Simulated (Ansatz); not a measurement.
The reference is GaN in the zinc blende structure (space group F-43m, No. 216; a = 4.498 Å).

Computed with r2SCAN in Ansatz (plane waves to 500 eV, PAW, no SOC).

Base values:

```
Property               Result
-------------  --------------
Electron mass  0.17 mₑ (at Γ)
```

The change: the cell is scaled by 0.9710 in all directions, atoms relaxed at fixed cell.

Q: How does this affect the mean gap deformation potential ΔEg/Δln V?

A: The mean gap deformation potential ΔEg/Δln V amounts to -6.7 eV.

Q: How does this affect the energy relative to the base?

A: The energy increases by 58 meV/atom.

Q: Estimate the effect on the electron mass.

A: The electron mass becomes 0.21 mₑ (at Γ) (base: 0.17 mₑ (at Γ)).

The cells carry an imposed strain or load. Masses are band curvatures over ±0.01 Å⁻¹ around the edge. Whether these cells are dynamically stable was not tested. This is not the structure that GaN has at room temperature and ambient pressure.

Ansatz is a quantum-chemistry and plane-wave program.
